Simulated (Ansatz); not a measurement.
Take CdGeAs2 in the chalcopyrite structure (space group I-42d, No. 122) as the base.

```
CELL_PARAMETERS angstrom
     -3.02366     3.02366     5.74486
      3.02366    -3.02366     5.74486
      3.02366     3.02366    -5.74486
ATOMIC_POSITIONS crystal
  Cd 0.75000 0.25000 0.50000
  Cd 0.00000 0.00000 0.00000
  Ge 0.25000 0.75000 0.50000
  Ge 0.50000 0.50000 0.00000
  As 0.15172 0.12500 0.52672
  As 0.59828 0.62500 0.47328
  As 0.37500 0.84828 0.97328
  As 0.87500 0.40172 0.02672
```

Calculations: PBE (Ansatz, a quantum-chemistry and plane-wave program), no spin-orbit coupling.

Before the change:

* **Gap character**: indirect, k = (0, 0.091, 0) in the run's primitive reciprocal basis → Γ

One thing is altered: 1.05 electrons added to each cell, a density of 5.0×10^21 cm⁻³, with a uniform compensating background at fixed cell and a 300 K Fermi–Dirac width.

What happens to the largest internal atomic displacement, Fermi level from band edge and gap character?

The largest internal atomic displacement comes out as 0.024 Å; the Fermi level relative to the doped band's edge (positive inside the band; to 0.05 eV) comes out as +1.10 eV; the gap character is still indirect, k = (0, 0.091, 0) in the run's primitive reciprocal basis → Γ.

Carriers are added with a uniform compensating background; total energy and stress of such cells depend on the potential's zero and are not compared; many-body gap narrowing is missing at this level. Stability against distortions was not tested. A zero or small gap of CdGeAs2 can be the functional's error rather than a property of the material.
